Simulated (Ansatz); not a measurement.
Electronic density of states of amorphous Si₂₄O₄₉Li₂, density 2.20 g/cm³, on a 2×2×2 Γ-centred mesh with a Gaussian width of 0.1 eV; energies count from the Fermi level, whose place inside the gap is arbitrary. Cell and mesh are small, so fine structure isn't converged. Computed with PBE, scalar-relativistic without spin-orbit coupling (plane waves to 420 eV, PAW; Ansatz, a program for electronic structure). Sampling: a 2×2×2 Γ-centred mesh; Fermi-Dirac width 0.02 eV; no spin polarisation. At PBE the levels at the filled edge of the gap are localised (band-tail or defect states), and the nearest spread-out levels lie 5.6 eV apart at the zone centre.

Preparation: random packing, a CHGNet melt and quench, and a DFT relaxation. O atoms were pushed apart under 1.9 Å during the dynamics, to hinder bonds among them. The hot cell started wider than the set density and was brought back towards it in steps. It is the lowest in DFT energy of 2 quenches. It is a model cell: composition and starting density were chosen by hand, and all elements were melted together. No dispersion term was used. Its density started from a set value of 2.20 and ended at 2.20 g/cm³. Cooling (nominally 320 K/ps over its main leg) ran many orders faster than in experiment, which tends to leave more defects and strain. Values belong to this one cell and scatter from quench to quench. The volume was held where the preparation left it and the shape relaxed, at a PBE pressure of 1.2 GPa. Stress components on the final sampling reach 1.2 GPa.

```
E - EF (eV)  states/(eV atom)
-----------  ----------------
-12.00                   0.05
-11.90                   0.13
-11.80                   0.13
-11.70                   0.12
-11.60                   0.14
-11.50                   0.16
-11.40                   0.17
-11.30                   0.19
-11.20                   0.22
-11.10                   0.22
-11.00                   0.19
-10.90                   0.13
-10.80                   0.19
-10.70                   0.24
-10.60                   0.22
-10.50                   0.21
-10.40                   0.19
-10.30                   0.18
-10.20                   0.17
-10.10                   0.18
-10.00                   0.22
-9.90                    0.18
-9.80                    0.17
-9.70                    0.17
-9.60                    0.18
-9.50                    0.22
-9.40                    0.23
-9.30                    0.20
-9.20                    0.16
-9.10                    0.16
-9.00                    0.15
-8.90                    0.16
-8.80                    0.26
-8.70                    0.34
-8.60                    0.33
-8.50                    0.40
-8.40                    0.54
-8.30                    0.63
-8.20                    0.65
-8.10                    0.63
-8.00                    0.61
-7.90                    0.55
-7.80                    0.39
-7.70                    0.39
-7.60                    0.51
-7.50                    0.44
-7.40                    0.33
-7.30                    0.27
-7.20                    0.20
-7.10                    0.22
-7.00                    0.30
-6.90                    0.25
-6.80                    0.17
-6.70                    0.10
-6.60                    0.13
-6.50                    0.23
-6.40                    0.36
-6.30                    0.46
-6.20                    0.45
-6.10                    0.51
-6.00                    0.58
-5.90                    0.60
-5.80                    0.63
-5.70                    0.68
-5.60                    0.65
-5.50                    0.70
-5.40                    0.74
-5.30                    0.65
-5.20                    0.67
-5.10                    0.77
-5.00                    0.72
-4.90                    0.74
-4.80                    0.84
-4.70                    0.87
-4.60                    0.92
-4.50                    0.99
-4.40                    0.95
-4.30                    0.88
-4.20                    0.88
-4.10                    0.92
-4.00                    0.93
-3.90                    0.99
-3.80                    0.98
-3.70                    0.81
-3.60                    0.69
-3.50                    0.60
-3.40                    0.55
-3.30                    0.51
-3.20                    0.34
-3.10                    0.09
-3.00                    0.01
-2.90                    0.04
-2.80                    0.14
-2.70                    0.17
-2.60                    0.19
-2.50                    0.18
-2.40                    0.15
-2.30                    0.14
-2.20                    0.05
-2.10                    0.00
-2.00                    0.00
-1.90                    0.00
-1.80                    0.00
-1.70                    0.00
-1.60                    0.00
-1.50                    0.00
-1.40                    0.00
-1.30                    0.00
-1.20                    0.00
-1.10                    0.00
-1.00                    0.00
-0.90                    0.00
-0.80                    0.00
-0.70                    0.00
-0.60                    0.00
-0.50                    0.00
-0.40                    0.00
-0.30                    0.00
-0.20                    0.00
-0.10                    0.00
0.00                     0.00
0.10                     0.00
0.20                     0.00
0.30                     0.00
0.40                     0.00
0.50                     0.00
0.60                     0.00
0.70                     0.00
0.80                     0.00
0.90                     0.00
1.00                     0.00
1.10                     0.00
1.20                     0.00
1.30                     0.00
1.40                     0.00
1.50                     0.00
1.60                     0.00
1.70                     0.00
1.80                     0.00
1.90                     0.00
2.00                     0.00
2.10                     0.00
2.20                     0.01
2.30                     0.02
2.40                     0.00
2.50                     0.00
2.60                     0.00
2.70                     0.03
2.80                     0.07
2.90                     0.05
3.00                     0.03
3.10                     0.05
3.20                     0.09
3.30                     0.09
3.40                     0.09
3.50                     0.09
3.60                     0.07
3.70                     0.06
3.80                     0.07
3.90                     0.08
4.00                     0.09
4.10                     0.12
4.20                     0.17
4.30                     0.16
4.40                     0.16
4.50                     0.21
4.60                     0.22
4.70                     0.22
4.80                     0.20
4.90                     0.18
5.00                     0.25
5.10                     0.30
5.20                     0.37
5.30                     0.41
5.40                     0.44
5.50                     0.44
5.60                     0.48
5.70                     0.57
5.80                     0.60
5.90                     0.56
6.00                     0.56
```

The level gap on this mesh is 4.58 eV; the broadening fills part of it in the curve.
